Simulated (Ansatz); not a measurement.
System: Hf vacancy in hcp Hf (neutral cell). These are PBE, PAW (plane waves to 420 eV; Ansatz, a quantum-chemistry and plane-wave program) values and carry that method's errors.

Cell of 36 host sites held at the relaxed PBE lattice; a 2×2×2 k-point mesh shifted by half a step along c; Fermi-Dirac width 0.10 eV, spin-restricted; finite-size errors left in. Energies are static. Spin-orbit coupling is left out. Forms of the defect that were not tried may lie lower.

Barriers: single points on a 3×3×3 k-point mesh shifted by half a step along c at the bands' geometries (they differ from the bands' own by up to 0.13 eV, and are uncertain by about as much).

Relaxed starting cell (atoms counted from 1):

```
CELL_PARAMETERS angstrom
      9.61456     0.00000     0.00000
     -4.80728     8.32646     0.00000
      0.00000     0.00000    10.13451
ATOMIC_POSITIONS crystal
  Hf 0.11107 0.22236 0.62555
  Hf 0.10651 0.55331 0.12566
  Hf 0.11285 0.55533 0.62564
  Hf 0.10666 0.88692 0.12569
  Hf 0.11269 0.89106 0.62564
  Hf 0.44642 0.22649 0.12569
  Hf 0.44192 0.21999 0.62575
  Hf 0.44625 0.55309 0.12568
  Hf 0.44200 0.55530 0.62554
  Hf 0.44400 0.88855 0.12560
  Hf 0.44414 0.88878 0.62560
  Hf 0.77992 0.22650 0.12565
  Hf 0.77770 0.22016 0.62560
  Hf 0.77750 0.55541 0.12562
  Hf 0.77747 0.55561 0.62563
  Hf 0.77984 0.88698 0.12568
  Hf 0.77779 0.89110 0.62572
  Hf 0.22142 0.11190 0.37382
  Hf 0.22117 0.11176 0.87749
  Hf 0.22120 0.44322 0.37381
  Hf 0.22125 0.44324 0.87737
  Hf 0.22148 0.77755 0.37443
  Hf 0.22153 0.77762 0.87681
  Hf 0.55532 0.11131 0.37441
  Hf 0.55545 0.11127 0.87696
  Hf 0.55365 0.44342 0.37705
  Hf 0.55362 0.44357 0.87433
  Hf 0.55554 0.77757 0.37446
  Hf 0.55548 0.77752 0.87684
  Hf 0.88998 0.11166 0.37405
  Hf 0.88993 0.11178 0.87745
  Hf 0.88945 0.44362 0.37702
  Hf 0.88943 0.44359 0.87430
  Hf 0.88933 0.77946 0.37697
  Hf 0.88946 0.77948 0.87440
```

End state 1 differs by these moves (Å; atoms that move under 0.08 Å are left out):

```
atom  element    Δx    Δy    Δz
----  -------  ----  ----  ----
12         Hf  3.21  0.00  0.00
```

Q: Estimate the forward and backward barriers to end state 1 that PBE, PAW returns for this input.

A: forward 0.84 eV, backward 0.84 eV; at the saddle point atom 12 has neighbours Hf at 2.80, 2 Hf at 2.97, Hf at 3.21, 2 Hf at 3.24, 2 Hf at 3.29 Å. The saddle point's order was not checked, and it lies on a symmetry element of the cell, where a band can be held.

End state 2 differs by these moves (Å; atoms that move under 0.08 Å are left out):

```json
[
 {"atom": "31", "element": "Hf", "Δx": "1.58", "Δy": "0.91", "Δz": "2.48"}
]
```

Q: Estimate the forward and backward barriers to end state 2 that PBE, PAW returns for this input.

A: forward 0.99 eV, backward 0.99 eV; at the saddle point atom 31 has neighbours 4 Hf at 2.94, 4 Hf at 3.45 Å. The saddle point's order was not checked, and it lies on a symmetry element of the cell, where a band can be held.
